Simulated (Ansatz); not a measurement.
The reference is Hf in the hcp (Mg type) structure (space group P6_3/mmc, No. 194; a = 3.159 Å, c = 5.000 Å). Axes: x lies along a and z along c of the hexagonal cell.

Computed with DFT with PBEsol, PAW potentials and a 420 eV plane-wave cutoff in Ansatz (an electronic-structure program), no spin-orbit coupling.

Strains are applied to the cell and any free atomic positions relax; under biaxial strain the out-of-plane vector relaxes too.

One change was made to it. Results:

The pressure (mean of the normal stresses, compression positive) goes from zero to -3.8 GPa; the band gap stays zero.

Question: Which of these changes matches the shifts?
A) biaxial strain −3.78 %, plane normal [001], relaxed out of plane
B) biaxial strain +4.91 %, plane normal [001], relaxed out of plane
C) biaxial strain −2.48 %, plane normal [001], relaxed out of plane
D) isotropic strain +1.18 %

Answer: D, isotropic strain +1.18 %. For comparison, the pressure in the other runs: biaxial strain −3.78 %, plane normal [001], relaxed out of plane gives 5.7 GPa; biaxial strain −2.48 %, plane normal [001], relaxed out of plane gives 3.7 GPa; biaxial strain +4.91 %, plane normal [001], relaxed out of plane gives -5.8 GPa.

Without a gap, meshes like the base's 17×17×9 leave anisotropic stresses uncertain by several tenths of a GPa, and small strain energies with them. Whether these cells are dynamically stable was not tested. The final runs are not spin-polarised.
